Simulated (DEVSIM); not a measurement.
Device: abrupt Si n-p junction, at 300 K.

```csv
layer (left to right),material,thickness (μm),Nd (cm⁻³),Na (cm⁻³),τn (s),τp (s)
1,Si,25.0,1e18,-,3e-5,3e-5
2,Si,1.20,-,1.7e15,3e-6,3e-5
```

Left contact: ohmic. Right contact: ohmic. Voltage is applied to the left contact. Recombination: SRH at mid-gap, radiative, Auger. Gap narrowing is on: ΔEg = 6.92 meV × (l + √(l² + 0.5)), l = ln(N/1.3e17 cm⁻³), shared equally by both band edges. Mobility is constant in doping.

Constants are typed, rounded textbook-type inputs, not results; the design itself was drawn at random and stands for no fabricated device. Values at 300 K.

```csv
parameter,Si
gap (eV),1.124
affinity (eV),4.05
permittivity,11.7
Nc (cm⁻³),2.86e19
Nv (cm⁻³),3.1e19
μn (cm²/Vs),1417
μp (cm²/Vs),470
B (cm³/s),4.7e-15
Cn (cm⁶/s),2.8e-31
Cp (cm⁶/s),9.9e-32
```

Model (solved in DEVSIM): 1D drift-diffusion, Boltzmann statistics, complete ionisation; no tunnelling, impact ionisation, image-force lowering or self-heating.

Task: Tabulate band edges, carrier densities and field at zero bias.

Result: Energies count from the Fermi level of the right contact; mesh points crowd at the junctions.

```csv
x (μm),Ec (eV),Ev (eV),n (cm⁻³),p (cm⁻³),field (V/cm)
0.000,0.087,-1.008,1.0e18,360,≈ 0
0.03253,0.087,-1.008,1.0e18,360,≈ 0
0.1037,0.087,-1.008,1.0e18,360,≈ 0
0.2766,0.087,-1.008,1.0e18,360,≈ 0
0.8793,0.087,-1.008,1.0e18,360,≈ 0
2.101,0.087,-1.008,1.0e18,360,≈ 0
4.976,0.087,-1.008,1.0e18,360,≈ 0
14.38,0.087,-1.008,1.0e18,360,≈ 0
20.50,0.087,-1.008,1.0e18,360,≈ 0
23.02,0.087,-1.008,1.0e18,360,≈ 0
24.17,0.087,-1.008,1.0e18,360,≈ 0
24.74,0.087,-1.008,1.0e18,360,≈ 0
24.90,0.087,-1.008,1.0e18,360,≈ 0
24.97,0.087,-1.008,1.0e18,360,94
25.01,0.158,-0.965,6.3e16,1900,29000
25.05,0.251,-0.873,1.8e15,67000,18000
25.15,0.403,-0.720,4.8e12,2.5e7,15000
25.36,0.672,-0.451,1.4e8,8.2e11,9500
25.86,0.866,-0.258,81000,1.5e15,400
26.07,0.869,-0.254,71000,1.7e15,59
26.16,0.870,-0.254,70000,1.7e15,32
26.20,0.870,-0.254,69000,1.7e15,29
```
